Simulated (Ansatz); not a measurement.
Input:

```yaml
crystal:
  lattice:
    - [5.09811, 0.00000, 0.00000]
    - [0.00000, 5.09811, 0.00000]
    - [2.54905, -2.54905, 3.63780]
  atoms:
    - { symbol: Na, position: [0.75000, 0.75000, 0.50000] }
    - { symbol: Na, position: [0.25000, 0.25000, 0.50000] }
    - { symbol: Te, position: [0.00000, 0.00000, 0.00000] }
```

No spin polarisation.

Level of theory: DFT with PBEsol, PAW potentials and a 420 eV plane-wave cutoff in Ansatz (a quantum-chemistry and plane-wave program), scalar-relativistic without spin-orbit coupling. k-mesh 8×8×8 (Γ-centred); smearing 0.05 eV (Fermi–Dirac).

Predict the space group, electron mass and gap character.


```json
{
  "space_group": "I4/mmm (No. 139)",
  "electron_mass": "0.21 mₑ (at Γ)",
  "gap_character": "direct at Γ"
}
```

With Te present, leaving out spin-orbit coupling can change the band edges. The cells carry an imposed strain or load. Masses are band curvatures over ±0.01 Å⁻¹ around the edge. Stability against distortions was not tested. The cell was made from Na$_{2}$Te in the anti-fluorite structure (space group Fm-3m, No. 225) by this change: biaxial strain −0.50 %, plane normal [001], relaxed out of plane.
